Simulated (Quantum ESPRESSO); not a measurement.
Input and output of a self-consistent single point for Nb₆OsAu (Pm-3, 8 atoms in the cell) (Quantum ESPRESSO).

Level of theory: PBEsol, GBRV 1.5 ultrasoft (PBESOL) pseudopotentials (plane waves; Quantum ESPRESSO).

```
Nb6OsAu
1.0
    5.17811     0.00000     0.00000
    0.00000     5.17811     0.00000
    0.00000     0.00000     5.17811
Nb Os Au
6 1 1
Direct
  0.00000   0.50000   0.75499
  0.00000   0.50000   0.24501
  0.75499   0.00000   0.50000
  0.24501   0.00000   0.50000
  0.50000   0.75499   0.00000
  0.50000   0.24501   0.00000
  0.00000   0.00000   0.00000
  0.50000   0.50000   0.50000
```

Reference input (self-consistent single point, DFT, LDA (PZ), plane waves, GBRV 1.5 ultrasoft (LDA) pseudopotentials): ecutwfc = 40 Ry; ecutrho = 320 Ry; occupations = smearing; smearing = gauss; degauss = 0.0073499 Ry; potentials = {Nb: nb_lda_v1.uspp.F.UPF, Os: os_lda_v1.2.uspp.F.UPF, Au: au_lda_v1.uspp.F.UPF}; K_POINTS = automatic 5 5 5 0 0 0; conv_thr = 1e-10 Ry; mixing_beta = 0.5. This run's input differs from it in these lines:

```diff
@@ -24,5 +24,5 @@
 ATOMIC_SPECIES
-Nb    92.9064  nb_lda_v1.uspp.F.UPF
-Os   190.2300  os_lda_v1.2.uspp.F.UPF
-Au   196.9666  au_lda_v1.uspp.F.UPF
+Nb    92.9064  nb_pbesol_v1.uspp.F.UPF
+Os   190.2300  os_pbesol_v1.2.uspp.F.UPF
+Au   196.9666  au_pbesol_v1.uspp.F.UPF
 ATOMIC_POSITIONS angstrom
```

Output (repeated stretches shortened):

```
     Self-consistent Calculation

     iteration #  1     ecut=    40.00 Ry     beta= 0.50

     negative rho (up, down):  1.122E-01 0.000E+00

     total energy              =   -1018.53289254 Ry
     estimated scf accuracy    <       4.74311356 Ry

     iteration #  2     ecut=    40.00 Ry     beta= 0.50

     negative rho (up, down):  1.229E-01 0.000E+00

     total energy              =   -1018.93331678 Ry
     estimated scf accuracy    <      21.88247861 Ry

     iteration #  3     ecut=    40.00 Ry     beta= 0.50

     negative rho (up, down):  1.215E-01 0.000E+00

     total energy              =   -1020.88461519 Ry
     estimated scf accuracy    <       0.76178712 Ry

   [... 10 blocks of this kind left out ...]

     iteration # 14     ecut=    40.00 Ry     beta= 0.50

     negative rho (up, down):  1.266E-01 0.000E+00

     total energy              =   -1020.99614326 Ry
     estimated scf accuracy    <          3.0E-10 Ry

     iteration # 15     ecut=    40.00 Ry     beta= 0.50

     negative rho (up, down):  1.266E-01 0.000E+00
     End of self-consistent calculation

     the Fermi energy is    18.6521 ev

!    total energy              =   -1020.99614326 Ry
     estimated scf accuracy    <          2.6E-11 Ry
     smearing contrib. (-TS)   =      -0.00221091 Ry
     internal energy E=F+TS    =   -1020.99393235 Ry

     convergence has been achieved in  15 iterations

     negative rho (up, down):  1.266E-01 0.000E+00

     Forces acting on atoms (cartesian axes, Ry/au):

     atom    1 type  1   force =     0.00000000    0.00000000    0.00144307
     atom    2 type  1   force =     0.00000000    0.00000000   -0.00144307
     atom    3 type  1   force =     0.00144307    0.00000000    0.00000000
     atom    4 type  1   force =    -0.00144307    0.00000000   -0.00000000
     atom    5 type  1   force =     0.00000000    0.00144307    0.00000000
   [... lines left out ...]
     Total force =     0.003535     Total SCF correction =     0.000010
   [... lines left out ...]

     negative rho (up, down):  1.266E-01 0.000E+00
          total   stress  (Ry/bohr**3)                   (kbar)     P=      -47.97
  -0.00032611   0.00000000   0.00000000          -47.97        0.00        0.00
   0.00000000  -0.00032611   0.00000000            0.00      -47.97        0.00
   0.00000000   0.00000000  -0.00032611            0.00        0.00      -47.97

   JOB DONE.
```

The run converged in 15 iterations. Against the reference run the pressure goes from -8.79 to -4.80 GPa and the largest force goes from 0.060 to 0.037 eV/Å.

The starting cell comes from a database of computed structures (which also holds hypothetical and non-ambient phases and stackings), without a prior relaxation at this level. Its lattice was rescaled by a random factor within 2.5 % of one. Spin polarisation is off. With a pressure of about -5 GPa the cell is away from its equilibrium volume at this level.

Cost on one core of a shared machine: roughly 3 min.
